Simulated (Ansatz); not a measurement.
```
CSi
1.0
    2.99827     0.00000     0.00000
   -1.49913     2.59658     0.00000
    0.00000     0.00000     4.91684
Si C
2 2
Direct
  0.33333   0.66667   0.99961
  0.66667   0.33333   0.49961
  0.33333   0.66667   0.37539
  0.66667   0.33333   0.87539
```

Method: r2SCAN with spin-orbit coupling, rigid bands (plane waves, PAW; Ansatz, a first-principles code). Condition of this run: hydrostatic pressure of 20 GPa (compression positive) (the target of the relaxation). Geometry: cell and atoms relaxed with PBEsol, then loaded as said.

Predict the electron conductivity mass (n e² τ/σ) at 300 K, by direction if it differs.

0.42 (x), 0.42 (y), 0.25 (z) mₑ.

What conductivity effective mass do dilute holes have at 300 K?

1.26 (x), 1.26 (y), 1.47 (z) mₑ.

And the band gap?

2.53 eV at this level; semilocal functionals usually fall short of the measured gap.

Rigid bands, one relaxation time for all states, no polarons. Geometry: cell and atoms relaxed with PBEsol.
